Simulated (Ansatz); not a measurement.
WSi2: tensor shear ε_xz = +0.86 %

Consider WSi₂ (space group I4/mmm, No. 139; a = 3.2024 Å, c = 7.8177 Å; relaxed with 0.1 eV smearing). Axes: x, y, z lie along a, b, c of the conventional cell.

Perturbation: a pure shear with ε_xz = ε_zx = 0.0086; the atoms relax in the strained cell.

Computed with Ansatz (an electronic-structure program), PBEsol, PAW, cutoff 420 eV, no spin-orbit coupling. k-mesh 25×25×25 (Γ-centred); smearing 0.1 eV (Fermi–Dirac).

The volume per atom stays 13.36 Å³ and the shortest interatomic distance remains 2.588 Å. The energy rises by 2.6 meV/atom and the pressure (mean of the normal stresses, compression positive) hardly moves (0.0 GPa against 0.1 GPa). The band gap is still zero and the stress (xx, yy, zz, yz, xz, xy; compression positive) is (0.1, 0.1, 0.1, 0.0, -3.6, 0.0) GPa.

Cost of the whole job for the changed cell (relaxation, final SCF and bands): roughly 6 core-minutes.

Whether these cells are dynamically stable was not tested. The final runs are not spin-polarised.
